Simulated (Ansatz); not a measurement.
HfMgO3 (model structure, started from the LiNbO3 type, R3c, No. 161, 10 atoms in the cell) was calculated with HSE06 (Ansatz, a first-principles code, PAW).

Run with plane-wave cutoff 460 eV, 6×6×6 k mesh, Fermi–Dirac smearing 0.01 eV, scalar-relativistic PAW data made under PBE.

Cell (relaxed with PBEsol):

```yaml
crystal:
  lattice:
    - [2.63132, 1.51920, 4.72527]
    - [-2.63132, 1.51920, 4.72527]
    - [0.00000, -3.03839, 4.72527]
  atoms:
    - { symbol: Mg, position: [0.30314, 0.30314, 0.30314] }
    - { symbol: Mg, position: [0.80314, 0.80314, 0.80314] }
    - { symbol: Hf, position: [0.01424, 0.01424, 0.01424] }
    - { symbol: Hf, position: [0.51424, 0.51424, 0.51424] }
    - { symbol: O, position: [0.71582, 0.11351, 0.40357] }
    - { symbol: O, position: [0.40357, 0.71582, 0.11351] }
    - { symbol: O, position: [0.11351, 0.40357, 0.71582] }
    - { symbol: O, position: [0.90357, 0.61351, 0.21582] }
    - { symbol: O, position: [0.21582, 0.90357, 0.61351] }
    - { symbol: O, position: [0.61351, 0.21582, 0.90357] }
```

Question: What does this level give for the band gap?

Answer: 
- band gap = 6.94 eV

Note: the relaxation could raise the start's symmetry but not lower it, so the cell can be a saddle point; cell and atoms aren't relaxed at this level (pressure 0.8 GPa).

Spin–orbit coupling is not included.

Static lattice: no zero-point or thermal effects.

Computing time: around 7 core-minutes (rough).

A model structure was made by putting elements into a prototype or built by hand; it is no filed structure, need not be a known phase, and can be a saddle point held by its symmetry.
